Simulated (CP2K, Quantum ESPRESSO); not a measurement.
Equation of state of cubic perovskite BaTiO3 (space group 221): energy against volume (CP2K, PBE)

```xyz
5
Lattice="3.9289 0.0000 0.0000 0.0000 3.9289 0.0000 0.0000 0.0000 3.9289" Properties=species:S:1:pos:R:3 pbc="T T T"
Ba     0.0000     0.0000     0.0000
Ti     1.9644     1.9644     1.9644
O      1.9644     0.0000     1.9644
O      0.0000     1.9644     1.9644
O      1.9644     1.9644     0.0000
```

Method: PBE, GPW, DZVP-MOLOPT-SR-GTH basis, GTH-PBE potentials (GTH_POTENTIALS) run with CP2K. Settings: CUTOFF = 780 Ry; REL_CUTOFF = 40 Ry; SMEAR/METHOD = FERMI_DIRAC; ELECTRONIC_TEMPERATURE = 116.05 K; KPOINTS/SCHEME = MONKHORST-PACK 8 8 8; GAMMA_CENTERED = T; XC_FUNCTIONAL = PBE; Ba/BASIS_SET = DZVP-MOLOPT-SR-GTH; Ba/POTENTIAL = GTH-PBE-q10; Ti/BASIS_SET = DZVP-MOLOPT-SR-GTH; Ti/POTENTIAL = GTH-PBE-q12; O/BASIS_SET = DZVP-MOLOPT-SR-GTH; O/POTENTIAL = GTH-PBE-q6; METHOD = GPW; EPS_DEFAULT = 1e-10; NGRIDS = 5. The cell above is the first row's. The rows scale it uniformly. In all rows fractional positions and the k mesh are held. E is the free energy at the stated smearing, counted from the lowest row.

```
V (Å^3/atom)  E (meV/atom)
------------  ------------
12.129                   ?
12.393               24.03
12.657                9.63
12.920                1.85
13.184                0.00
13.448                3.46
13.711               11.68
13.975               24.16
14.239               40.44
```

The 8 complete rows are fitted with the third-order Birch-Murnaghan form, a cubic in V^(-2/3), E against V. With u = V^(-2/3) - 0.178, the rows have u = 0.008731, 0.006125, 0.003618, 0.001185, -0.001168, -0.003436, -0.005642, -0.007779. Least squares gives E = 1.109 - 1484.30·u + 464692·u² + 697511·u³. Residuals (row less fit): -0.007, 0.019, -0.005, -0.004, -0.015, 0.013, 0.010, -0.007; standard error 0.016 (degrees of freedom: 4). Its minimum lies at u = 0.001591, so V0 = (0.179591)^(-3/2) = 13.14. There d²E/du² = 936000 and d³E/du³ = 4185000, so B0 = (4/9) × 13.14^(-7/3) × 936000 × 0.160218 = 164 GPa (the last factor turns the table's units into GPa), and B0' = 4 + (2/3) × 0.179591 × (4185000)/936000 = 4.5. The program's pressures in the fitted runs (not shown) pass through zero at V = 13.14, 0.00 % from this V0.

### Question
What does the fit predict for E at V = 12.129, and how far is the calculated value from it?

### Answer
u = 0.011431, so E = 1.109 - 1484.30 × 0.011431 + 464692 × 0.011431² + 697511 × 0.011431³ = 45.904 meV/atom. The calculation gives 45.81 meV/atom, 0.094 meV/atom below the prediction (0.2 % of the range of E in the table). The row lies outside the fitted rows, so this is an extrapolation. From the scatter of the fitted rows alone, a prediction at this place has a standard error of 0.047 meV/atom, so the miss is 2.0 times that.

Carrying the step between the two nearest rows on in a straight line would have given 38.43, off by 7.38; series whose last step already gives the withheld value aren't shown. The scan was laid around a cell of about the measured size, scaled by a guess for this functional. This is a high-temperature phase, held here by symmetry. The runs keep the symmetry of the cell, so they don't test it for distortions. A plane-wave scan with the same functional (Quantum ESPRESSO, GBRV) gives V0 = 13.07 Å^3/atom and B0 = 163 GPa; a Birch-Murnaghan fit to all rows here lies 0.6 % from it in V0 and 0 % in B0; the two differ in basis, and may differ in potentials and mesh. Values carry the incompleteness of an atom-centred basis. Spin-orbit coupling is off. Cutoffs and mesh are single choices, not tested for convergence of this quantity. Series with a scatter that would blur these digits, or in which a gap closes, are not shown. Nor are scans whose minimum lies at an end fitted in this form.
